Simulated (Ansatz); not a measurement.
Results of r²SCAN-D4 (Ansatz, an electronic-structure program, plane waves, PAW) for CsCl-type LiCl (model structure).

Numerical settings: plane-wave cutoff 500 eV, 10×10×10 k mesh, gaussian smearing 0.02 eV, scalar-relativistic PAW data made under PBE.

Cell (relaxed at this level):

```cif
data_ClLi
_chemical_formula_sum 'Li1 Cl1'
_space_group_name_H-M_alt 'P 1'
_space_group_IT_number 1
_cell_length_a 3.25848
_cell_length_b 3.25848
_cell_length_c 3.25848
_cell_angle_alpha 90.000
_cell_angle_beta 90.000
_cell_angle_gamma 90.000
loop_
_space_group_symop_operation_xyz
  'x, y, z'
loop_
_atom_site_label
_atom_site_type_symbol
_atom_site_fract_x
_atom_site_fract_y
_atom_site_fract_z
_atom_site_occupancy
Li1 Li 0.00000 0.00000 0.00000 1
Cl1 Cl 0.50000 0.50000 0.50000 1
```

### Question
Give the computed band gap.

### Answer

* **band gap**: 5.30 eV (on the SCF k mesh)

Note: the relaxation could raise the start's symmetry but not lower it, so the cell can be a saddle point.

A model structure was made by putting elements into a prototype or built by hand; it is no filed structure, need not be a known phase, and can be a saddle point held by its symmetry.
